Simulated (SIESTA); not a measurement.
**SIESTA run on HfPd2 (I4mm, 3 atoms in the cell): self-consistent single point**

Computed with GGA PBEsol, numerical atomic orbitals TZP, PseudoDojo PBEsol standard norm-conserving potentials (rewritten from UPF to PSML) (SIESTA).

The input file:

```
# files in the folder: Hf.psml Pd.psml (PseudoDojo PBEsol standard)
SystemName  HfPd2
SystemLabel siesta

NumberOfAtoms                3
NumberOfSpecies              2
%block ChemicalSpeciesLabel
  1 72 Hf
  2 46 Pd
%endblock ChemicalSpeciesLabel
LatticeConstant              1.0 Ang
%block LatticeVectors
    -1.694531000    1.694531000    4.344014000
     1.694531000   -1.694531000    4.344014000
     1.694531000    1.694531000   -4.344014000
%endblock LatticeVectors
AtomicCoordinatesFormat      Ang
%block AtomicCoordinatesAndAtomicSpecies
     0.000000000   -0.000000000    0.049999601  1
     0.000000000   -0.000000000    2.945502133  2
    -0.000000000    0.000000000    5.742525867  2
%endblock AtomicCoordinatesAndAtomicSpecies

XC.functional                GGA
XC.authors                   PBEsol
PAO.BasisSize                TZP
PAO.EnergyShift              0.005 Ry
MeshCutoff                   400 Ry
%block kgrid.MonkhorstPack
    6   0   0  0.0
    0   6   0  0.0
    0   0   6  0.0
%endblock kgrid.MonkhorstPack
OccupationFunction           FD
ElectronicTemperature        1160.45 K

MaxSCFIterations             150
SCF.Mixer.Method             Broyden
SCF.Mixer.Weight             0.1
SCF.Mixer.History            8
SCF.DM.Tolerance             1.0E-04
Diag.ParallelOverK           true
WriteForces                  true
Charge.Mulliken              end
```

The program printed (abridged):

```
reinit: Reading from file input.fdf

reinit: System Name: HfPd2
reinit: System Label: siesta

coor:   Atomic-coordinates input format  =     Cartesian coordinates
coor:                                          (in Angstroms)

siesta: Atomic coordinates (Bohr) and species
siesta:      0.00000  -0.00000   0.09449  1        1
siesta:      0.00000  -0.00000   5.56619  2        2
siesta:     -0.00000   0.00000  10.85180  2        3

siesta: System type = bulk

initatomlists: Number of atoms, orbitals, and projectors:      3    75    68

siesta: ******************** Simulation parameters ****************************
redata: Spin configuration                          = none
redata: Time-Reversal Symmetry                      = T
redata: Number of Atomic Species                    =        2
redata: Mesh Cutoff                                 =   400.0000 Ry
redata: Net charge of the system                    =     0.0000 |e|
redata: Min. number of SCF Iter                     =        0
redata: Max. number of SCF Iter                     =      150
redata: SCF convergence failure will abort job
redata: SCF mix quantity                            = Hamiltonian
redata: Mix DM or H after convergence               =   F
redata: Recompute H after scf cycle                 =   F
redata: Mix DM in first SCF step                    =   T
redata: No kicks to SCF
redata: DM Mixing Weight for Kicks                  =     0.5000
redata: Require Harris convergence for SCF          =   F
redata: Harris energy tolerance for SCF             =     0.000100 eV
redata: Require DM convergence for SCF              =   T
redata: DM tolerance for SCF                        =     0.000100
redata: Require EDM convergence for SCF             =   F
redata: EDM tolerance for SCF                       =     0.001000 eV
redata: Require H convergence for SCF               =   T
redata: Hamiltonian tolerance for SCF               =     0.001000 eV
   [... lines left out ...]
diag: Parallel distribution                         =     1 x     1
diag: Used triangular part                          = Lower
diag: Absolute tolerance                            =  0.100E-15
diag: Orthogonalization factor                      =  0.100E-05
diag: Memory factor                                 =  1.0000

superc: Internal auxiliary supercell:     7 x     7 x     9  =     441
superc: Number of atoms, orbitals, and projectors:   1323  33075  29988

                        Single-point calculation

superc: Internal auxiliary supercell:     7 x     7 x     9  =     441
superc: Number of atoms, orbitals, and projectors:   1323  33075  29988

outcell: Unit cell vectors (Ang):
       -1.694531    1.694531    4.344014
        1.694531   -1.694531    4.344014
        1.694531    1.694531   -4.344014

outcell: Cell vector modules (Ang)   :    4.961182    4.961182    4.961182
outcell: Cell angles (23,13,12) (deg):    140.0564    140.0564     57.7677
outcell: Cell volume (Ang**3)        :     49.8942
new_DM -- step:     1
Initializing Density Matrix...

Attempting to read DM from file... Failed...
DM filled with atomic data:

InitMesh: MESH = 50 x 50 x 36 = 90000
InitMesh: Mesh cutoff (required, used) =   400.000   450.552 Ry

stepf: Fermi-Dirac step function
        iscf     Eharris(eV)        E_KS(eV)     FreeEng(eV)     dDmax    Ef(eV) dHmax(eV)
   scf:    1    -8843.626759    -8871.177787    -8871.212662  1.334632 -5.229179  9.315799
   scf:    2    -8874.847255    -8873.196407    -8873.233403  0.062624 -5.273873  6.614345
   scf:    3    -8874.520091    -8874.482008    -8874.527484  0.107231 -5.359398  1.474237
   scf:    4    -8872.126853    -8873.784580    -8873.823959  0.149192 -5.467747  3.710506
   scf:    5    -8874.968186    -8874.493014    -8874.535499  0.046388 -5.523691  1.424390
   scf:    6    -8874.691055    -8874.615444    -8874.659604  0.020472 -5.532414  0.569404
   [... 3 lines left out ...]
   scf:   10    -8874.633541    -8874.633339    -8874.678598  0.001907 -5.546372  0.014326
   scf:   11    -8874.633439    -8874.633401    -8874.678607  0.001490 -5.546833  0.008378
   scf:   12    -8874.633395    -8874.633398    -8874.678610  0.000084 -5.546968  0.005748
   scf:   13    -8874.633375    -8874.633388    -8874.678613  0.000112 -5.547061  0.000741
   scf:   14    -8874.633388    -8874.633388    -8874.678613  0.000014 -5.547074  0.000561
SCF Convergence by DM+H criterion
max |DM_out - DM_in|         :     0.0000138563
max |H_out - H_in|      (eV) :     0.0005614094
SCF cycle converged after 14 iterations

Using DM_out to compute the final energy and forces

siesta: E_KS(eV) =            -8874.6334

siesta: E_KS - E_eggbox =     -8874.6334

siesta: Atomic forces (eV/Ang):
     1    0.000052    0.000052   -0.392329
     2   -0.000255   -0.000255    0.061220
     3   -0.000017   -0.000017    0.331995
   Tot   -0.000221   -0.000221    0.000886
   Max    0.392329
   Res    0.172527    sqrt( Sum f_i^2 / 3N )
   Max    0.392329    constrained

Stress tensor Voigt[x,y,z,yz,xz,xy] (kbar):       24.99       24.99       27.21        0.85        0.85       -0.09
(Free)E + p*V (eV/cell)    -8875.4800
Target enthalpy (eV/cell)    -8874.6786

siesta: Program's energy decomposition (eV):
siesta: Ebs     =     -1590.724518
siesta: Eions   =     11797.603256
siesta: Ena     =      1418.617121
siesta: Ekin    =      2851.682610
siesta: Enl     =       134.713043
siesta: Eso     =         0.000000
siesta: Edftu   =         0.000000
siesta: DEna    =        16.313452
siesta: DUscf   =         0.886343
siesta: DUext   =         0.000000
siesta: Ex      =     -1400.213930
siesta: Ec      =       -99.028770
siesta: Exc     =     -1499.242700
siesta: Eharris =     -8874.633388
siesta: Etot    =     -8874.633388
siesta: FreeEng =     -8874.678613

siesta: Atomic forces (eV/Ang):
siesta:      1    0.000052    0.000052   -0.392329
siesta:      2   -0.000255   -0.000255    0.061220
siesta:      3   -0.000017   -0.000017    0.331995
siesta: ----------------------------------------
siesta:    Tot   -0.000221   -0.000221    0.000886

siesta: Stress tensor (static) (eV/Ang**3):
siesta:     0.015598   -0.000054    0.000530
siesta:    -0.000054    0.015598    0.000530
siesta:     0.000530    0.000530    0.016986

siesta: Cell volume =         49.894221 Ang**3

siesta: Pressure (static):
siesta:                Solid            Molecule  Units
siesta:          -0.00017493         -0.00032515  Ry/Bohr**3
siesta:          -0.01606101         -0.02985429  eV/Ang**3
   [... lines left out ...]
siesta:         -25.73257834        -47.83184776  kBar
   [... lines left out ...]
               6pz     6px     5dxy    5dyz    5dz2    5dxz    5dx2-y2 5dxy
               5dyz    5dz2    5dxz    5dx2-y2 5dxy    5dyz    5dz2    5dxz
               5dx2-y2
   1 11.130   1.848   0.358  -0.072   0.137   1.939   1.937   1.939   0.241
              0.248   0.241   0.668   0.494   0.253   0.494   0.174  -0.023

             -0.037  -0.024  -0.037  -0.051   0.007   0.009   0.202   0.009

              0.178

Species: Pd
Atom  Qatom  Qorb
               4s      5s      5s      5s      4py     4pz     4px     5py
               5pz     5px     4dxy    4dyz    4dz2    4dxz    4dx2-y2 4dxy
               4dyz    4dz2    4dxz    4dx2-y2 4dxy    4dyz    4dz2    4dxz
               4dx2-y2
   2 18.426   1.892   0.421  -0.216   0.472   1.955   1.957   1.955   0.298
              0.338   0.298   1.772   1.769   1.766   1.769   1.572   0.076

              0.099   0.123   0.099   0.160  -0.019  -0.061  -0.067  -0.061

              0.060
   3 18.445   1.889   0.416  -0.197   0.460   1.952   1.960   1.952   0.302
              0.354   0.302   1.772   1.755   1.774   1.755   1.594   0.057

              0.092   0.128   0.092   0.140  -0.003  -0.040  -0.076  -0.040

              0.056

mulliken: Qtot =       48.000

Mulliken Atomic Populations:
Atom #   charge [q] valence [e]  Species
     1     0.870470   11.129530  Hf
     2    -0.425760   18.425760  Pd
     3    -0.444710   18.444710  Pd
 Total    -0.000000
```

The run converged in 14 iterations.

The starting cell comes from a database of computed structures (which also holds hypothetical and non-ambient phases and stackings), without a prior relaxation at this level. Its lattice was rescaled by up to half a per cent. One atom was moved a little off its site on purpose. Spin polarisation is off. Values carry the incompleteness of an atom-centred basis.

Cost on one core of a shared machine: roughly 60 s.
